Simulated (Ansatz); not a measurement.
Base system: SiC in the wurtzite structure (space group P6_3mc, No. 186).

```yaml
crystal:
  lattice:
    - [3.09195, 0.00000, 0.00000]
    - [-1.54598, 2.67771, 0.00000]
    - [0.00000, 0.00000, 5.07427]
  atoms:
    - { symbol: Si, position: [0.33333, 0.66667, 0.99958] }
    - { symbol: Si, position: [0.66667, 0.33333, 0.49958] }
    - { symbol: C, position: [0.33333, 0.66667, 0.37542] }
    - { symbol: C, position: [0.66667, 0.33333, 0.87542] }
```

Cartesian axes are those of the cell as printed.

All numbers come from PBE (Ansatz, a first-principles code, PAW, no spin-orbit coupling).

Before the change:

```
Property                 Value
-------------  ---------------
Gap character  indirect, Γ → K
```

Perturbation: the cell is compressed by 1.80 % along z with no lateral relaxation; the atoms relax in the strained cell.

**Question.** How does this affect the energy relative to the base?

**Answer.** The energy rises by 5.8 meV/atom.

**Question.** Estimate the effect on the gap character.

**Answer.** The gap character stays indirect, Γ → K.

No phonon test of stability was made.
